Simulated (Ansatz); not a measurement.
Take LiNbO3 (space group R3c, No. 161) as the base.

```cif
data_Li6Nb6O18
_chemical_formula_sum 'Li6 Nb6 O18'
_space_group_name_H-M_alt 'R3c :H'
_space_group_IT_number 161
_space_group_name_Hall 'R 3 -2"c'
_cell_length_a 5.06747
_cell_length_b 5.06747
_cell_length_c 13.68729
_cell_angle_alpha 90.000
_cell_angle_beta 90.000
_cell_angle_gamma 120.000
loop_
_atom_site_label
_atom_site_type_symbol
_atom_site_symmetry_multiplicity
_atom_site_Wyckoff_symbol
_atom_site_fract_x
_atom_site_fract_y
_atom_site_fract_z
_atom_site_occupancy
Li1 Li 6 a 0.00000 0.00000 0.21886 1
Nb1 Nb 6 a 0.00000 0.00000 0.00248 1
O1 O 18 b 0.01229 0.37604 0.27052 1
```
(The calculation used a cell of 10 atoms; values per cell refer to that cell.)

Method: LDA (Ansatz, a program for electronic structure), without spin-orbit coupling.

Base values:

Pressure: 0.00 GPa

The change: every lattice vector is stretched by 0.75 %; the atoms relax in the strained cell.

Predict the new energy relative to the base, pressure and largest internal atomic displacement.

The energy goes up by 2.0 meV/atom; the pressure (mean of the normal stresses, compression positive) goes from zero to -2.72 GPa; the largest internal atomic displacement amounts to 0.023 Å.

No phonon test of stability was made.
